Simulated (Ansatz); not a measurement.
The reference is TiAl3 (space group I4/mmm, No. 139; a = 3.846 Å, c = 8.620 Å).

Modification: a hydrostatic pressure of 7 GPa.

Levels (all Ansatz, an electronic-structure program, PAW): PBE (420 eV, no SOC); r2SCAN (500 eV, no spin-orbit coupling).

The geometry is relaxed with PBE.

| Quantity | Value |
|---|---|
| PBE pressure | 7.0 GPa |

With r2SCAN at the same geometry, the pressure falls by 1.9 GPa to 5.1 GPa.

Single points use the geometry relaxed with PBE. Their cutoffs differ, which shifts pressures a little. Load acts through the strain it causes; cell and atoms are relaxed under it. Stability against distortions was not tested. No other phases were tried under pressure. The final runs are not spin-polarised.
